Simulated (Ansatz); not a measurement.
A periodic model of amorphous Si$_{30}$N$_{41}$Sc:

```xyz
72
Lattice="9.2432 0.0761 -0.0178 0.0761 9.4643 -0.1771 -0.0178 -0.1771 9.2996" Properties=species:S:1:pos:R:3 pbc="T T T"
Si     2.3342     7.7391     7.7847
Si     2.1566     1.2853     3.8025
Si     8.7069     1.2366     5.1158
Si     4.5333     1.9274     5.6686
Si     1.6280     2.5200     6.4909
Si     8.1634     7.7903     2.5481
Si     7.1626     3.5759     3.4775
Si     5.8593     7.5904     0.7233
Si     2.9921     4.0905     4.0925
Si     5.3810     7.2429     7.0794
Si     0.1441     1.4994     9.0294
Si     3.0199     4.9424     7.2472
Si     7.4217     6.3151     4.9589
Si     8.9894     0.5355     2.4312
Si     4.9197     3.3521     1.5205
Si     0.6694     3.3238     2.1066
Si     6.3955     8.9840     5.5561
Si     4.9873     5.0857     5.0511
Si     3.6152     6.0686     2.3320
Si     1.9482     8.2236     1.5103
Si     6.1070     0.6957     8.4641
Si     6.3725     1.1902     3.4854
Si     9.1234     7.8704     5.6917
Si     7.7828     5.8122     7.8823
Si     2.7023     3.0001    -0.0093
Si     7.5961     2.6510     7.1016
Si     5.4626     4.0098     8.0340
Si     7.5174     5.1708     1.1291
Si     1.2589     5.6521     0.3649
Si     3.7866     0.2902     1.0561
N      2.7827     1.3743     5.5163
N      1.5738     1.9708     8.2099
N      8.7723     5.6829    -0.0221
N      6.0156     2.5815     2.5644
N      3.8438     2.0495     0.8506
N      6.0364     4.2731     0.4723
N      4.4555     3.4131     4.8384
N      3.6875     3.7946     8.3529
N      7.4896     2.1809     4.4129
N      7.4572     9.4431     2.6392
N      1.5249     4.0006     0.7990
N      4.4411     7.3051     1.5614
N      0.2354     8.4186     1.6136
N      5.9398     8.9849     7.1587
N      2.8296     0.0671     2.6426
N      3.5317     5.9113     4.2471
N      4.7600     5.3312     6.7988
N      8.6552     7.1455     4.0732
N      5.3302     0.6126     4.7679
N      9.1665     2.3826     6.2724
N      8.3741     6.4755     6.4305
N      0.5879     0.6336     3.9682
N      2.1610     4.0930     6.0030
N      5.5412     9.4099     0.4179
N      5.9931     7.2864     5.3413
N      1.7790     2.9796     3.4240
N      0.2380     1.7419     1.4280
N      6.3471     6.7212     8.4573
N      3.7643     7.7290     6.8972
N      8.3755     4.2182     2.3811
N      7.1604     4.2487     7.3957
N      1.9692     6.4964     1.7603
N      2.0630     6.0524     8.2293
N      2.5090     8.8907    -0.0221
N      6.5983     4.9442     4.3799
N      7.7931     1.4560     8.4396
N      8.0848     9.2895     5.5849
N      7.0825     6.7668     1.7438
N      1.3830     8.1692     6.3529
N      3.8790     4.3897     2.3682
N      5.6546     2.1989     7.2497
Sc     3.0676     8.0527     5.1036
```

These are PBE, scalar-relativistic without spin-orbit coupling (plane waves to 420 eV, PAW; Ansatz, an electronic-structure program) values and carry that method's errors.

It comes from a melt-quench run on a machine-learned potential (CHGNet), relaxed afterwards by DFT. N atoms were pushed apart under 1.9 Å during the dynamics, to hinder bonds among them. The hot cell started wider than the set density and was brought back towards it in steps. It is the lowest in DFT energy of 2 quenches. It is a model cell: composition and starting density were chosen by hand, and all elements were melted together. No dispersion term was used. Its density started from a set value of 2.98 and ended at 2.99 g/cm³. The simulated quench (nominally 300 K/ps over its main leg) is rapid and tends to freeze in more defects than a deposited or slowly cooled glass has. A cell of this size samples the disorder only roughly. The volume was held where the preparation left it and the shape relaxed, at a PBE pressure of -0.6 GPa (tension). Stress components on the final sampling reach 0.7 GPa.

Cut-offs for bonds: Si-Si 2.60 Å, Si-N 2.20 Å, Si-Sc 2.93 Å, N-N 1.70 Å, N-Sc 2.65 Å, Sc-Sc 3.41 Å. Two cations that share two anions don't count as bonded, nor two that share one unless they lie closer than Si-Si 2.38 Å, Si-Sc 2.85 Å, Sc-Sc 3.32 Å.

Give the coordination numbers, mean bond lengths and angles.


```json
{
 "Mean coordination of Si by anions": "4.07 (1 with 3, 26 with 4, 3 with 5)",
 "Mean coordination of N": "3.05 (1 with 2, 37 with 3, 3 with 4)",
 "Mean coordination of Sc by anions": "3.00 (1 with 3)",
 "Mean Si-N bond": "1.776 Å (spread 0.080 Å, 122 counted)",
 "Mean N-Sc bond": "2.135 Å (spread 0.166 Å, 3 counted)",
 "Bond angle at Si": "mean 109.0°, spread 15.4°",
 "Bond angle at N": "mean 116.0°, spread 15.8°"
}
```

Which atoms depart from the most common coordination of their element?

Si9 has 5 (N56 1.78 Å, N37 1.78 Å, N46 1.91 Å, N70 1.96 Å, N53 2.08 Å); Si10 has 5 (N59 1.70 Å, N58 1.76 Å, N44 1.83 Å, N55 1.84 Å, N47 2.03 Å); Si11 has 3 (N66 1.70 Å, N57 1.70 Å, N32 1.71 Å); Si27 has 5 (N38 1.82 Å, N36 1.83 Å, N61 1.83 Å, N47 1.94 Å, N71 1.98 Å); N42 has 2 (Si8 1.67 Å, Si19 1.67 Å); N46 has 4 (Si18 1.86 Å, Si9 1.91 Å, Si19 1.92 Å, Sc72 2.35 Å); N47 has 4 (Si18 1.78 Å, Si12 1.84 Å, Si27 1.94 Å, Si10 2.03 Å); N71 has 4 (Si4 1.96 Å, Si27 1.98 Å, Si21 1.98 Å, Si26 2.00 Å).

List the pairs of like atoms that count as bonded by the rules above.

There are none by these rules.
